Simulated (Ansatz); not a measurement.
Start from CdI$_{2}$ in the CdI2 type structure (space group P-3m1, No. 164; a = 4.153 Å, c = 6.551 Å; layered, stacked along the Cartesian z axis).

Level of theory: PBEsol-D3(BJ) (Ansatz, a program for electronic structure, PAW, scalar-relativistic without spin-orbit coupling).

The change: an isotropic linear strain of −2.00 %, atoms relaxed at fixed cell.

**Question.** What happens to the mean gap deformation potential ΔEg/Δln V?

**Answer.** The mean gap deformation potential ΔEg/Δln V comes out as +2.1 eV.

**Question.** What happens to the energy relative to the base?

**Answer.** The energy goes up by 10 meV/atom.

With I present, leaving out spin-orbit coupling can change the band edges. No phonon test of stability was made.
